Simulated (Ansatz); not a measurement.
TaSi2 (P6₄22, No. 181)

Method: PBEsol (Ansatz, a quantum-chemistry and plane-wave program, PAW).

Settings: plane-wave cutoff 500 eV, 12×12×6 k mesh (along the axes of the cell as run), Fermi–Dirac smearing 0.05 eV, scalar-relativistic PAW data made under PBE.

Cell: relaxed at this level.

| Item | Result |
|---|---|
| equilibrium volume per atom | 14.30 Å³/atom |
| lattice parameter a | 4.761 Å |
| lattice parameter c | 6.557 Å |
| band gap | zero (no gap) |

Spin–orbit coupling is not included.

The computed numbers hold no vibrational or temperature effects.

Cost on a shared machine: very roughly 2.2 core-minutes.
